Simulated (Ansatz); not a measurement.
Worked example: self-consistent single point of Mo (Im-3m, 1 atom in the cell) in Ansatz (a first-principles code).

Level of theory: LDA (PW92), default PAW files made with PBE (plane waves; Ansatz).

The change in words: lattice scaled by 0.98; basis.ecutrho_ratio: default → 6. Reference geometry:
```
CELL_PARAMETERS angstrom
     -1.56713     1.56713     1.56713
      1.56713    -1.56713     1.56713
      1.56713     1.56713    -1.56713
ATOMIC_POSITIONS crystal
  Mo 0.00000 0.00000 0.00000
```

Reference input (self-consistent single point, DFT, LDA (PW92), plane waves, default PAW files made with PBE): basis.ecutwfc = 420 eV; kpoints.mp_grid.grid = 15 15 15; hamiltonian.xc = lda; hamiltonian.pseudopotentials = {kind: paw} (the program's default PAW files); scf.occupations.method = fermi_dirac; scf.occupations.width = 0.1 eV. This run's input differs from it in these lines:

Ansatz 0.2 input:
```diff
@@ -3,5 +3,5 @@
   lattice:
-    - [-1.567125, 1.567125, 1.567125]
-    - [1.567125, -1.567125, 1.567125]
-    - [1.567125, 1.567125, -1.567125]
+    - [-1.535782, 1.535782, 1.535782]
+    - [1.535782, -1.535782, 1.535782]
+    - [1.535782, 1.535782, -1.535782]
   atoms:
@@ -10,2 +10,3 @@
   ecutwfc: 420.0
+  ecutrho_ratio: 6
 kpoints:
```

Log, with long lists cut:

```
SCF iter   1: F=—  HF=-4842.845343 eV  |F-HF|=—  |Δ(HF+E_count)|=         —  Δρ=7.71e-3  dr2=1.92e-3  ethr=1.77e-3  ⟨swp⟩=5.0  Hψ=7739  notcnv=0
all-band conjugate gradients solve this SCF's bands
preconditioner: auto → none
SCF iter   2: F=—  HF=-4842.844985 eV  |F-HF|=—  |Δ(HF+E_count)|=   3.57e-4  Δρ=3.76e-3  dr2=4.19e-4  ethr=1.37e-5  ⟨swp⟩=1.8  Hψ=2493  notcnv=0
SCF iter   3: F=—  HF=-4842.844916 eV  |F-HF|=—  |Δ(HF+E_count)|=   6.95e-5  Δρ=5.19e-4  dr2=2.99e-5  ethr=2.99e-6  ⟨swp⟩=2.9  Hψ=2154  notcnv=0
SCF iter   4: F=—  HF=-4842.844903 eV  |F-HF|=—  |Δ(HF+E_count)|=   1.27e-5  Δρ=1.04e-4  dr2=5.92e-7  ethr=2.14e-7  ⟨swp⟩=2.0  Hψ=1936  notcnv=0
SCF iter   5: F=—  HF=-4842.844903 eV  |F-HF|=—  |Δ(HF+E_count)|=   3.91e-8  Δρ=5.47e-5  dr2=1.67e-7  ethr=4.23e-9  ⟨swp⟩=2.0  Hψ=2166  notcnv=0
SCF iter   6: F=-4842.844903 eV  HF=-4842.844903 eV  |F-HF|=1.15e-8  |Δ(HF+E_count)|=   7.13e-8  Δρ=1.70e-5  dr2=1.49e-8  ethr=7.14e-10  ⟨swp⟩=4.0  Hψ=4182  notcnv=0
SCF 1 converged in 6 iterations: F = -4842.844903 eV  dr2 = 1.49e-8
Free energy (F): -4842.844903 eV
Internal energy: -4842.821896 eV  (E = F + TS)
E sigma→0 (E₀):  -4842.833399 eV
Entropy (-TS):   -0.023007 eV (-23.007 meV/atom)
Fermi energy:    22.709770 eV
--- Forces (eV/Å), atoms counted from 1 ---
  atom   1  Mo    -0.00000000     0.00000000    -0.00000000
--- Stress (GPa, compression-positive) ---
       12.555277       0.000000       0.000000
        0.000000      12.555277      -0.000000
        0.000000       0.000000      12.555277
  P = ⅓ Tr σ = 12.5553 GPa (125.553 kbar)
  The stress holds the Pulay correction. Without it, at fixed plane waves, as pw.x and ABINIT print it: P = 12.5415 GPa
```

The run converged in 6 iterations. Against the reference run the free energy goes up by 16.2 meV/atom and the pressure goes from -5.89 to 12.56 GPa.

The starting cell has typed, rounded lattice constants, without a prior relaxation at this level. Its lattice was rescaled by up to half a per cent. For this run, on top of that: lattice scaled by 0.98. Spin polarisation is off. Ansatz's pressure includes its estimate of the finite-basis (Pulay) stress.
